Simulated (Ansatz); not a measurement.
## SrTiO3, pressure series

Take SrTiO3 in the cubic perovskite structure (space group Pm-3m, No. 221; a = 3.854 Å) as the base.

Cell and atoms are relaxed at each pressure.

Method: LDA (Ansatz, a quantum-chemistry and plane-wave program, PAW, without spin-orbit coupling).

Two rows of this table had their results exchanged by mistake.

| pressure | volume per atom (Å³) | shortest distance (Å) | band gap |
|---|---|---|---|
| pressure −2 GPa | 11.57 | 1.934 | 1.83 eV |
| pressure −1 GPa | 11.51 | 1.930 | 1.84 eV |
| pressure 0.3 GPa | 11.43 | 1.926 | 1.85 eV |
| pressure 0.7 GPa | 11.41 | 1.925 | 1.86 eV |
| pressure 1.5 GPa | 11.37 | 1.922 | 1.86 eV |
| pressure 3 GPa | 11.29 | 1.918 | 1.88 eV |
| pressure 5 GPa | 10.95 | 1.898 | 1.93 eV |
| pressure 7.5 GPa | 11.06 | 1.905 | 1.91 eV |
| pressure 10 GPa | 11.18 | 1.912 | 1.89 eV |

Problem. Which two?

Solution. The rows for pressure 5 GPa and pressure 10 GPa: the volume has to fall steadily with pressure, so 11.18 Å³ belongs to pressure 5 GPa and 10.95 Å³ to pressure 10 GPa.

Load acts through the strain it causes; cell and atoms are relaxed under it. Stability against distortions was not tested. Competing high-pressure phases were not computed. All final runs are without spin polarisation. Many cubic perovskites are stable only at high temperature; tilts and polar distortions were not tested.
